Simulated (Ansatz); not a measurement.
**Relaxation of cell and atoms of CrI3 (R-3, 8 atoms in the cell) at several settings**

```xyz
8
Lattice="3.2203 1.8592 5.9232 -3.2203 1.8592 5.9232 0.0000 -3.7185 5.9232" Properties=species:S:1:pos:R:3 pbc="T T T"
Cr     0.0000     0.0000     5.9231
Cr     0.0000     0.0000    11.8464
I     -2.1479     0.0019     7.4869
I      1.0724    -1.8611     7.4869
I      1.0756     1.8592     7.4869
I      2.1479    -0.0019    10.2826
I     -1.0724     1.8611    10.2826
I     -1.0756    -1.8592    10.2826
```
Moments meant for the start (each program seeds them in its own way; μB, in the order of the atoms Cr Cr I I I I I I): 3.0 3.0 0.0 0.0 0.0 0.0 0.0 0.0.

Base: PBEsol, PAW files made with PBE (Ansatz, a quantum-chemistry and plane-wave program). Its settings: basis.ecutwfc = 420 eV; kpoints.mp_grid.grid = 3 3 3; hamiltonian.xc = pbesol; hamiltonian.pseudopotentials = {kind: paw} (the program's default PAW files); magnetization.spin_polarized = true; scf.occupations.method = fermi_dirac; scf.occupations.width = 0.05 eV. Starting volume 26.60 Å³ per atom.

Each line gives the change from the base single point and the result:

- relax: default → cell and atoms: pressure 0.00 GPa; largest force (vector length) 0.001 eV/Å; final cell a = 7.722 Å, b = 7.722 Å, c = 7.722 Å, α = 52.40°, β = 52.40°, γ = 52.40°; final volume per atom 33.43 Å³; relaxation steps 10; free energy against the base single point -112.9 meV/atom.
- hamiltonian.dispersion: default → d3bj; relax: default → cell and atoms [DFT, PBEsol-D3BJ, plane waves, PAW files made with PBE]: pressure 0.01 GPa; largest force (vector length) 0.002 eV/Å; final cell a = 7.302 Å, b = 7.302 Å, c = 7.302 Å, α = 54.24°, β = 54.24°, γ = 54.24°; final volume per atom 29.79 Å³; relaxation steps 6.

The starting cell was generated: these elements placed on a structure prototype, without a prior relaxation; it need not be a known phase or ordering of this composition. Its lattice was rescaled by a random factor within 2.5 % of one. The magnetic order is the one reached from the typed start; others were not searched systematically. Ansatz's pressure includes its estimate of the finite-basis (Pulay) stress.

Left out of this page: 1 run of the series stopped by limits of time or memory.

Keys are those of Ansatz 0.2.
